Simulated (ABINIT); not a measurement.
## Equation of state of wurtzite CdS (space group 186): energy against volume (ABINIT, PBE)

```xyz
4
Lattice="4.0664 0.0000 0.0000 -2.0332 3.5216 0.0000 0.0000 0.0000 6.6005" Properties=species:S:1:pos:R:3 pbc="T T T"
Cd     0.0000     2.3477     0.0000
Cd     2.0332     1.1739     3.3003
S      0.0000     2.3477     2.4884
S      2.0332     1.1739     5.7886
```

Method: PBE, norm-conserving pseudopotentials (PseudoDojo nc-sr-05 PBE standard) (plane waves; ABINIT). Settings: pseudos = [Cd.upf, S.upf]; ecut = 66 Ha; occopt = 3; tsmear = 0.00036749 Ha; ngkpt = 7 7 3; nshiftk = 1; shiftk = 0 0 0; potentials = PseudoDojo nc-sr-05 PBE standard; nband = 34; kptopt = 1; nstep = 100; tolvrs = 1e-12. The cell above is the first row's. The rows scale it uniformly. In all rows fractional positions and the k mesh are held. E is the free energy at the stated smearing, counted from the lowest row.

```csv
V (Å^3/atom),E (meV/atom)
23.6301,44.83
24.1438,26.72
24.6575,13.68
25.1712,5.19
25.6849,0.77
26.1986,0.00
26.7123,2.50
27.2260,7.93
27.7397,?
```

Taking the third-order Birch-Murnaghan form, a cubic in V^(-2/3) for E over the 8 complete rows: With u = V^(-2/3) - 0.116, the rows have u = 0.005438, 0.003710, 0.002041, 0.000430, -0.001128, -0.002634, -0.004093, -0.005505. Least squares gives E = 3.601 + 3369.3·u + 764832·u² + 1800911·u³. Residuals (row less fit): 0.000, 0.000, 0.001, -0.001, -0.001, 0.000, 0.000, -0.001; standard error 0.001 (degrees of freedom: 4). Its minimum lies at u = -0.002220, so V0 = (0.113780)^(-3/2) = 26.06. There d²E/du² = 1506000 and d³E/du³ = 1.081e7, so B0 = (4/9) × 26.06^(-7/3) × 1506000 × 0.160218 = 53.3 GPa (the last factor turns the table's units into GPa), and B0' = 4 + (2/3) × 0.113780 × (1.081e7)/1506000 = 4.5. The program's pressures in the fitted runs (not shown) pass through zero at V = 26.05, 0.00 % from this V0.

Q: What does the fit predict for E at V = 27.7397, and how far is the calculated value from it?

A: u = -0.006873, so E = 3.601 + 3369.3 × (-0.006873) + 764832 × (-0.006873)² + 1800911 × (-0.006873)³ = 15.988 meV/atom. The calculation gives 15.98 meV/atom, 0.008 meV/atom below the prediction (under 0.05 % of the range of E in the table). The row lies outside the fitted rows, so this is an extrapolation.

Carrying the step between the two nearest rows on in a straight line would have given 13.36, off by 2.62; series whose last step already gives the withheld value aren't shown. The scan was laid around a cell of about the measured size, scaled by a guess for this functional; axis ratios and inner coordinates come from that cell. The runs keep the symmetry of the cell, so they don't test it for distortions. The shape of the cell and the inner coordinates aren't relaxed, so V0 and B0 belong to this uniform scaling; a relaxed crystal lies no higher in energy and is usually softer. Cutoffs and mesh are single choices, not tested for convergence of this quantity. Series with a scatter that would blur these digits, or in which a gap closes, are not shown. Nor are scans whose minimum lies at an end fitted in this form.
